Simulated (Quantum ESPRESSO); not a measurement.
```
Mg15W
1.0
    6.29648     0.00000     0.00000
   -3.14824     5.45291     0.00000
    0.00000     0.00000    10.06286
Mg W
15 1
Cartesian
  0.00000   0.00000   5.03143
 -1.57374   2.72667   0.00000
  0.00000   5.45248   0.00000
  1.57374   2.72667   0.00000
 -1.56491   2.73177   5.03143
  0.00000   5.44228   5.03143
  1.56491   2.73177   5.03143
  0.00000   1.75186   7.63872
 -1.63109   4.57698   2.42414
  1.63109   4.57698   7.63872
  0.00000   1.75186   2.42414
 -1.63109   4.57698   7.63872
  1.63109   4.57698   2.42414
  3.14824   1.81764   7.52390
  3.14824   1.81764   2.53896
  0.00000   0.00000   0.00000
```

Computed with PBEsol-D3(0), SSSP 1.1.2 efficiency (PBE) pseudopotentials (plane waves; Quantum ESPRESSO).

The set-up and first iterations of a Quantum ESPRESSO log for Mg15W (P-6m2, 16 atoms in the cell):

```
     file Mg.pbe-n-kjpaw_psl.0.3.0.UPF: wavefunction(s)  3S renormalized

     Message from routine setup:
     using ibrav=0 with symmetry is DISCOURAGED, use correct ibrav instead
     G-vector sticks info
     --------------------
     sticks:   dense  smooth     PW     G-vecs:    dense   smooth      PW
     Sum        3115    1555    433               225331    79619   11609

     bravais-lattice index     =            0
     lattice parameter (alat)  =      11.8986  a.u.
     unit-cell volume          =    2331.5479 (a.u.)^3
     number of atoms/cell      =           16
     number of atomic types    =            2
     number of electrons       =        44.00
     number of Kohn-Sham states=           26
     kinetic-energy cutoff     =      40.0000  Ry
     charge density cutoff     =     320.0000  Ry
     scf convergence threshold =      1.0E-10
     mixing beta               =       0.7000
   [... lines left out ...]
         Mg         8.992            3.292    351.12  31436.69
         Mg         8.992            3.292    351.12  31436.69
         Mg         9.057            3.292    351.12  31436.69
         Mg         9.057            3.292    351.12  31436.69
         W          9.384            3.766    796.19 128250.55

         Molecular C6 ( Ry / a.u.^6 ) =     95306.75

     number of k points=     8  Fermi-Dirac smearing, width (Ry)=  0.0073
                       cart. coord. in units 2pi/alat
        k(    1) = (   0.0000000   0.0000000   0.0000000), wk =   0.0416667
        k(    2) = (   0.0000000   0.0000000   0.2085716), wk =   0.0833333
        k(    3) = (   0.0000000   0.2886751   0.0000000), wk =   0.2500000
        k(    4) = (   0.0000000   0.2886751   0.2085716), wk =   0.5000000
        k(    5) = (   0.0000000  -0.5773503   0.0000000), wk =   0.1250000
        k(    6) = (   0.0000000  -0.5773503   0.2085716), wk =   0.2500000
        k(    7) = (   0.2500000   0.4330127   0.0000000), wk =   0.2500000
        k(    8) = (   0.2500000   0.4330127   0.2085716), wk =   0.5000000

     Dense  grid:   225331 G-vectors     FFT dimensions: (  72,  72, 120)

     Smooth grid:    79619 G-vectors     FFT dimensions: (  48,  48,  80)

     Initial potential from superposition of free atoms

     starting charge      43.8858, renormalised to      44.0000

     negative rho (up, down):  6.507E-02 0.000E+00
     Self-consistent Calculation

     iteration #  1     ecut=    40.00 Ry     beta= 0.70

     negative rho (up, down):  6.923E-02 0.000E+00

     total energy              =    -648.29820372 Ry
     estimated scf accuracy    <       2.39069648 Ry

     iteration #  2     ecut=    40.00 Ry     beta= 0.70

     negative rho (up, down):  6.806E-02 0.000E+00

     total energy              =    -646.98746480 Ry
     estimated scf accuracy    <      55.13175706 Ry

     iteration #  3     ecut=    40.00 Ry     beta= 0.70

     negative rho (up, down):  6.730E-02 0.000E+00

     total energy              =    -649.82968220 Ry
     estimated scf accuracy    <       6.33477771 Ry
```

### Question
How does the run end?

### Answer
The run converged in 27 iterations. Its thresholds were met; that alone does not show that basis and mesh suffice. Warnings to mind: c_bands:  2 eigenvalues not converged. It ends on: free energy E − TS -8846.0074 eV; Fermi level (on the code's own zero) 4.50 eV; pressure -2.34 GPa; largest force (vector length) 0.125 eV/Å; dispersion energy -2.869 eV. The log goes on:

```
   [... 22 blocks of this kind left out ...]

     iteration # 26     ecut=    40.00 Ry     beta= 0.70

     negative rho (up, down):  6.730E-02 0.000E+00

     total energy              =    -650.16955315 Ry
     estimated scf accuracy    <          1.3E-10 Ry

     iteration # 27     ecut=    40.00 Ry     beta= 0.70

     negative rho (up, down):  6.730E-02 0.000E+00
     End of self-consistent calculation

     the Fermi energy is     4.5032 ev

!    total energy              =    -650.16955315 Ry
     estimated scf accuracy    <          3.5E-11 Ry
     smearing contrib. (-TS)   =      -0.02082013 Ry
     internal energy E=F+TS    =    -650.14873302 Ry

     DFT-D3 Dispersion         =      -0.21088414 Ry

     convergence has been achieved in  27 iterations

     negative rho (up, down):  6.730E-02 0.000E+00

     Forces acting on atoms (cartesian axes, Ry/au):

     atom    1 type  1   force =     0.00000000    0.00000000    0.00000000
     atom    2 type  1   force =    -0.00129373   -0.00074693    0.00000000
     atom    3 type  1   force =     0.00000000    0.00149387    0.00000000
     atom    4 type  1   force =     0.00129373   -0.00074693    0.00000000
     atom    5 type  1   force =     0.00156204    0.00090184   -0.00000000
     atom    6 type  1   force =     0.00000000   -0.00180368    0.00000000
   [... lines left out ...]

     Total force =     0.012577     Total SCF correction =     0.000004

     negative rho (up, down):  6.730E-02 0.000E+00
          total   stress  (Ry/bohr**3)                   (kbar)     P=      -23.43
  -0.00014421   0.00000000   0.00000000          -21.21        0.00        0.00
   0.00000000  -0.00014421  -0.00000000            0.00      -21.21       -0.00
   0.00000000   0.00000000  -0.00018935            0.00        0.00      -27.85

   JOB DONE.
```

For comparison: a first run (DFT, PBEsol, plane waves, SSSP 1.1.2 efficiency (PBE) pseudopotentials) was changed to give this one (vdw_corr: default → grimme-d3; dftd3_version: default → 3; dftd3_threebody: default → false), and from it to this one the pressure goes from -1.07 to -2.34 GPa and the largest force goes from 0.101 to 0.125 eV/Å.

The starting cell comes from a database of computed structures (which also holds hypothetical and non-ambient phases and stackings), without a prior relaxation at this level. Spin-orbit coupling is off. Spin polarisation is off.

The run was DFT, PBEsol-D3(0), plane waves, SSSP 1.1.2 efficiency (PBE) pseudopotentials. Main settings of its input:

ecutwfc: 40 Ry
ecutrho: 320 Ry
occupations: smearing
smearing: fd
degauss: 0.0073499 Ry
input_dft: pbesol
vdw_corr: grimme-d3
potentials: {Mg: Mg.pbe-n-kjpaw_psl.0.3.0.UPF, W: W_pbe_v1.2.uspp.F.UPF}
K_POINTS: automatic 4 4 3 0 0 0
dftd3_version: 3
dftd3_threebody: false
conv_thr: 1e-10 Ry
